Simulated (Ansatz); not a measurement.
Adsorption energy and surface dipole of Br on the 1x1 (100) surface of monoclinic HfO2 (cut with top plane 2 O), one in a 1x1 cell, started at the site 'bridge O-O (span 5.2 Å)', worked from the runs' numbers; total energies count from the potentials' own zero.

Host crystal: monoclinic HfO2, with a band gap (PBE, scalar-relativistic without spin-orbit coupling).

These are PBE (plane waves to 420 eV, PAW; Ansatz, a first-principles code) values and carry that method's errors.

Model: 25-atom slab, 9.3 Å thick at the start under the adsorbate (thin: gaps and levels are the slab's own), 4x4x1 mesh, Fermi-Dirac 0.01 eV, dipole correction, 12 atoms held, the rest relaxed; no symmetry held; spin-polarised, ending with about 1.0 μB a cell; orders that need a larger cell were not tried, no spin-orbit, no U, no dispersion correction. At the end it is bonded to Hf. In PBE it is, or lies within 0.03 eV of, the lowest of the starts that converged.

| quantity | value |
|---|---|
| slab with the adsorbate | -137670.922 eV |
| clean slab, same cell and mesh | -134887.913 eV |
| reference, ½ Br2(g) | -2783.051 eV |
| area of the cell | 27.90 Å² |
| change of the step from the bottom to the top vacuum level | -0.006 eV |

Task: What is the adsorption energy against this reference?

Result: E(slab + adsorbate) − E(slab) − E(reference) = 0.04 eV, so in this state the adsorbate is less stable than in the reference, at a coverage of 3.58 a nm².
